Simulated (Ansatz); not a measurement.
Levels about the gap of amorphous Al28O43Sr (72 atoms in a cell of 815 Å³, 3.12 g/cm³; zone centre alone, so wide bands show as single levels with stretches between that a denser mesh fills), at the geometry that PBE relaxed, where it gives 0.1 GPa on a denser mesh. The participation number counts the atoms over which a state spreads; weights are charges in smoothed Voronoi cells. The levels come from a single point, so bond lengths are those of that geometry. Method of the levels: PBE, scalar-relativistic without spin-orbit coupling (Ansatz, an electronic-structure program). Sampling: the zone centre alone; Fermi-Dirac width 0.02 eV; no spin polarisation. At PBE the levels at the filled edge of the gap are localised (band-tail or defect states), and the nearest spread-out levels lie 4.2 eV apart at the zone centre.

The cell was made by melting and quenching with the CHGNet potential and then relaxed with DFT. O atoms were pushed apart under 1.9 Å during the dynamics, to hinder bonds among them. The hot cell started wider than the set density and was brought back towards it in steps. It is the lowest in DFT energy of 2 quenches. It is a model cell: composition and starting density were chosen by hand, and all elements were melted together. No dispersion term was used. Its density started from a set value of 3.19 and ended at 3.12 g/cm³. Cooling (nominally 280 K/ps over its main leg) ran many orders faster than in experiment, which tends to leave more defects and strain. One small periodic cell is one sample of the glass; other quenches scatter about these values. Volume and shape were free in the relaxation.

```json
[
 {"E - E(highest filled), eV": "-0.72", "filling": "filled", "participation number": "14.7", "largest on": "O, 3 neighbours", "weight O": "0.95", "weight Al": "0.05", "weight Sr": "0.00"},
 {"E - E(highest filled), eV": "-0.63", "filling": "filled", "participation number": "5.9", "largest on": "O, 3 neighbours", "weight O": "0.95", "weight Al": "0.05", "weight Sr": "0.00"},
 {"E - E(highest filled), eV": "-0.42", "filling": "filled", "participation number": "7.3", "largest on": "O, 3 neighbours", "weight O": "0.95", "weight Al": "0.05", "weight Sr": "0.00"},
 {"E - E(highest filled), eV": "-0.41", "filling": "filled", "participation number": "5.3", "largest on": "O, 2 neighbours", "weight O": "0.94", "weight Al": "0.06", "weight Sr": "0.00"},
 {"E - E(highest filled), eV": "-0.33", "filling": "filled", "participation number": "2.9", "largest on": "O, 2 neighbours", "weight O": "0.94", "weight Al": "0.06", "weight Sr": "0.00"},
 {"E - E(highest filled), eV": "-0.23", "filling": "filled", "participation number": "3.1", "largest on": "O, 2 neighbours", "weight O": "0.94", "weight Al": "0.06", "weight Sr": "0.00"},
 {"E - E(highest filled), eV": "0.00", "filling": "filled", "participation number": "1.8", "largest on": "O, 2 neighbours", "weight O": "0.95", "weight Al": "0.05", "weight Sr": "0.00"},
 {"E - E(highest filled), eV": "3.44", "filling": "empty", "participation number": "66.5", "largest on": "Sr, 7 neighbours", "weight O": "0.60", "weight Al": "0.38", "weight Sr": "0.03"},
 {"E - E(highest filled), eV": "5.40", "filling": "empty", "participation number": "25.8", "largest on": "Sr, 7 neighbours", "weight O": "0.54", "weight Al": "0.33", "weight Sr": "0.13"},
 {"E - E(highest filled), eV": "5.54", "filling": "empty", "participation number": "23.2", "largest on": "Sr, 7 neighbours", "weight O": "0.52", "weight Al": "0.34", "weight Sr": "0.14"},
 {"E - E(highest filled), eV": "5.69", "filling": "empty", "participation number": "39.4", "largest on": "Al, 4 neighbours", "weight O": "0.60", "weight Al": "0.34", "weight Sr": "0.06"},
 {"E - E(highest filled), eV": "5.82", "filling": "empty", "participation number": "15.3", "largest on": "Sr, 7 neighbours", "weight O": "0.56", "weight Al": "0.22", "weight Sr": "0.22"},
 {"E - E(highest filled), eV": "5.97", "filling": "empty", "participation number": "41.1", "largest on": "Al, 4 neighbours", "weight O": "0.61", "weight Al": "0.34", "weight Sr": "0.05"},
 {"E - E(highest filled), eV": "6.13", "filling": "empty", "participation number": "31.6", "largest on": "Al, 4 neighbours", "weight O": "0.59", "weight Al": "0.36", "weight Sr": "0.05"}
]
```

Most localised among these is the filled level at +0.00 eV, on a O atom, which has 2 neighbours (Al 1.73 Å, Al 1.73 Å).
